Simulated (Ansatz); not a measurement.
Here is the system:

```
GaP
1.0
    0.00000     2.74751     2.74751
    2.74751     0.00000     2.74751
    2.74751     2.74751     0.00000
P Ga
1 1
Direct
  0.75000   0.75000   0.75000
  0.00000   0.00000   0.00000
```

No spin polarisation.

Method: r2SCAN, PAW, 500 eV (Ansatz, an electronic-structure program; no SOC). k-mesh 10×10×10 (Γ-centred); smearing 0.05 eV (Fermi–Dirac).

Task: Predict the hole mass, smallest direct gap and band gap.

Result: 
- Hole mass (degenerate bands, along [100]) = 0.12, 0.38, 0.38 mₑ (at Γ)
- Smallest direct gap = 2.15 eV
- Band gap = 1.88 eV

Load acts through the strain it causes; cell and atoms are relaxed under it. Effective masses come from finite differences of ±0.01 Å⁻¹. Whether these cells are dynamically stable was not tested. The cell was made from GaP in the zinc blende structure (space group F-43m, No. 216) by this change: pressure −2 GPa.
